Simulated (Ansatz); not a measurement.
Consider BaTiO$_{3}$ in the cubic perovskite structure (space group Pm-3m, No. 221; a = 3.9346 Å). Axes: x, y, z lie along the cube axes.

All numbers come from Kohn–Sham DFT with the LDA functional, run in Ansatz (a quantum-chemistry and plane-wave program) with PAW and 420 eV plane waves, spin-orbit coupling left out.

For the base:

```
Property    Value
--------  -------
Band gap  1.83 eV
```

Now apply this change: the cell is stretched by 2.40 % along z with no lateral relaxation, atoms relaxed at fixed cell.

Problem. Estimate the effect on the band gap.

Solution. The band gap drops by 0.104 eV to 1.72 eV.

Problem. How does this affect the energy relative to the base?

Solution. The energy goes up by 7.1 meV/atom.

The cells carry an imposed strain or load. Stability against distortions was not tested. All final runs are without spin polarisation. Many cubic perovskites are stable only at high temperature; tilts and polar distortions were not tested. This is not the structure that BaTiO3 has at room temperature and ambient pressure.
